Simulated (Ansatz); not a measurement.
Results of PBEsol (PAW; Ansatz, a first-principles code) for GePd (Pnma, No. 62).

Settings: plane-wave cutoff 500 eV, 8×12×6 k mesh (along the axes of the cell as run), Fermi–Dirac smearing 0.05 eV, scalar-relativistic PAW data made under PBE.

Computed at the level's own relaxed cell.

Question: What does this level give for the volume per atom?

Answer: 
- volume per atom: 15.82 Å³/atom

The run finds no gap.

Note: the relaxation could not lower the start's symmetry, so the cell can be a saddle point above a distorted one.

Static lattice: no zero-point or thermal effects.

Cost on a shared machine: around 7 core-minutes (rough).
